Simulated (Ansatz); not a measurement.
Consider HfN in the rock salt structure (space group Fm-3m, No. 225; a = 4.468 Å; relaxed with 0.1 eV smearing). Axes: x, y, z lie along the cube axes.

The values are results of Kohn–Sham DFT with the LDA functional, run in Ansatz (an electronic-structure program) with PAW and 420 eV plane waves, scalar-relativistic without spin-orbit coupling, not measurements.

Base values:

Pressure: 0.0 GPa

The change: biaxial strain −3.00 %, plane normal [001], relaxed out of plane (Cartesian); in-plane vectors clamped, the third vector and the atoms free.

### Question
What happens to the energy relative to the base?

### Answer
The energy grows by 53 meV/atom.

### Question
What does the calculation give for the out-of-plane strain after the change?

### Answer
The out-of-plane strain amounts to +1.05 %.

### Question
Predict the new pressure.

### Answer
The pressure (mean of the normal stresses, compression positive) goes from zero to 18.2 GPa.

Stability against distortions was not tested. The final runs are not spin-polarised. An odd electron count without spin: HfN.
